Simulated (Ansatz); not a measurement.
The starting structures come from a database of crystals and need not be the phases stable at ambient conditions.

 Where the default PAW files enter, the runs use the earlier of Ansatz's two default sets.

Tunnelling through a barrier is set by its complex band structure: the current falls as exp(−2κd) with the smallest κ.

Consider the following.

```xyz
14
Lattice="5.8154 0.0000 0.0000 -1.9385 5.4829 0.0000 1.9385 2.7414 4.7483" Properties=species:S:1:pos:R:3 pbc="T T T"
Hf    -0.4846     4.4548     0.5935
Hf     1.4539     5.1402     2.9677
Hf     2.4231     2.3987     1.7806
Hf     4.3616     7.1962     4.1548
Hf     5.3308     1.3707     1.1871
Hf     4.3616     4.1121     3.5612
N      4.1361     1.7371     3.0088
N      5.1053     6.1207     2.3741
N      2.1976     3.1078     4.1136
N      4.0689     2.7414     0.0000
N      0.2591     3.3793     2.3741
N      3.1668     0.3664     0.6347
N      1.1612     2.7414     0.0000
N      3.1668     4.4786     1.7395
```

Space group of this cell: I-43d. The cell is taken as given; by r2SCAN its mean pressure is -2.1 GPa.

Transport runs along the normal of the first two printed cell vectors, the (110) plane of the conventional cell.

No gap correction and no spin-orbit coupling; mid-gap values are interpolated between computed energies.

### Question
Compute, with r2SCAN in Ansatz (an electronic-structure program), the band gap and the smallest decay constant κ at mid-gap.

### Answer
Gap 1.38 eV on a 6×6×6 mesh; κ = 0.201 1/Å, at the zone centre.
